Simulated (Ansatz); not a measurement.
# ZnS, pressure series

The reference is ZnS in the wurtzite structure (space group P6_3mc, No. 186; a = 3.782 Å, c = 6.208 Å).

Cell and atoms are relaxed at each pressure.

All numbers come from DFT with PBEsol, PAW potentials and a 420 eV plane-wave cutoff in Ansatz (a quantum-chemistry and plane-wave program), spin-orbit coupling left out, earlier PAW set.

Computed cases, in order: pressure −2 GPa; pressure −1 GPa; 0 GPa (base); pressure 1.8 GPa; pressure 4.2 GPa; pressure 9 GPa; pressure 18 GPa; pressure 30 GPa; pressure 45 GPa; pressure 60 GPa.

Q: Between which two neighbouring cases does the gap turn between direct and indirect?

A: Between pressure 18 GPa (2.84 eV, direct at Γ) and pressure 30 GPa (2.91 eV, indirect, Γ → L–M (33 % along)). The whole series: pressure −2 GPa: 2.03 eV, direct at Γ; pressure −1 GPa: 2.09 eV, direct at Γ; 0 GPa (base): 2.15 eV, direct at Γ; pressure 1.8 GPa: 2.24 eV, direct at Γ; pressure 4.2 GPa: 2.36 eV, direct at Γ; pressure 9 GPa: 2.56 eV, direct at Γ; pressure 18 GPa: 2.84 eV, direct at Γ; pressure 30 GPa: 2.91 eV, indirect, Γ → L–M (33 % along); pressure 45 GPa: 2.40 eV, indirect, Γ → K; pressure 60 GPa: 1.77 eV, indirect, Γ → K.

Load acts through the strain it causes; cell and atoms are relaxed under it. Stability against distortions was not tested. Tetrahedral semiconductors of this kind turn to denser phases somewhere between about 1 and 50 GPa; those were not computed, so compressed cells here can lie past the real transition.
